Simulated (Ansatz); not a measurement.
# Y, response to strain

Start from Y in the hcp (Mg type) structure (space group P6_3/mmc, No. 194; relaxed with 0.1 eV smearing).

```
CELL_PARAMETERS angstrom
      3.68086     0.00000     0.00000
     -1.84043     3.18772     0.00000
      0.00000     0.00000     5.72132
ATOMIC_POSITIONS crystal
  Y  0.33333 0.66667 0.75000
  Y  0.66667 0.33333 0.25000
```

Cartesian axes are those of the cell as printed.

Strains are applied to the cell and any free atomic positions relax; under biaxial strain the out-of-plane vector relaxes too.

Calculations: r2SCAN (Ansatz, a program for electronic structure; PAW; 500 eV plane waves; no spin-orbit coupling), earlier PAW set.

Notes on the quantities. pressure: mean of the normal stresses, compression positive.

```csv
change,pressure,space group,shortest interatomic distance
base,0.0 GPa,P6_3/mmc (No. 194),3.564 Å
"biaxial strain −3.02 %, plane normal [001], relaxed out of plane",…,P6_3/mmc (No. 194),3.567 Å
"biaxial strain −2.54 %, plane normal [001], relaxed out of plane",…,P6_3/mmc (No. 194),3.565 Å
"biaxial strain −0.72 %, plane normal [001], relaxed out of plane",0.5 GPa,P6_3/mmc (No. 194),3.563 Å
"biaxial strain +1.21 %, plane normal [001], relaxed out of plane",-0.7 GPa,P6_3/mmc (No. 194),3.565 Å
isotropic strain −5.91 %,9.5 GPa,P6_3/mmc (No. 194),3.353 Å
isotropic strain −1.40 %,…,P6_3/mmc (No. 194),3.514 Å
isotropic strain +5.32 %,-4.9 GPa,P6_3/mmc (No. 194),3.753 Å
tensor shear ε_xy = −0.82 %,0.0 GPa,P2_1/m (No. 11),3.559 Å
tensor shear ε_xz = +0.72 %,0.0 GPa,C2/c (No. 15),3.542 Å
```

Task: What belongs in the blanks?

Result: 
- biaxial strain −3.02 %, plane normal [001], relaxed out of plane, pressure: 2.0 GPa
- biaxial strain −2.54 %, plane normal [001], relaxed out of plane, pressure: 1.6 GPa
- isotropic strain −1.40 %, pressure: 1.8 GPa

Whether these cells are dynamically stable was not tested. The final runs are not spin-polarised.
